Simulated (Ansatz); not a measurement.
## TiAl2: pressure series

The reference is TiAl₂ (space group I4_1/amd, No. 141; a = 3.935 Å, c = 24.112 Å; a cell from a computed database, its experimental status unchecked).

Cell and atoms are relaxed at each pressure.

The values are results of PBEsol, PAW, 420 eV (Ansatz, a program for electronic structure; without spin-orbit coupling), not measurements.

```tsv
case	shortest interatomic distance	c/a ratio
base	2.706 Å	6.128
pressure −2 GPa	2.718 Å	6.128
pressure −1 GPa	2.712 Å	6.128
pressure 0.3 GPa	2.704 Å	6.128
pressure 0.7 GPa	2.702 Å	6.128
pressure 1.5 GPa	2.697 Å	6.129
pressure 3 GPa	2.689 Å	6.128
pressure 5 GPa	2.678 Å	6.129
pressure 7.5 GPa	___	6.130
pressure 10 GPa	2.653 Å	6.130
```

### Question
Fill in the withheld entries from the trend.

### Answer

- pressure 7.5 GPa, shortest interatomic distance: 2.665 Å

Load acts through the strain it causes; cell and atoms are relaxed under it. Whether these cells are dynamically stable was not tested. No other phases were tried under pressure. The final runs are not spin-polarised.
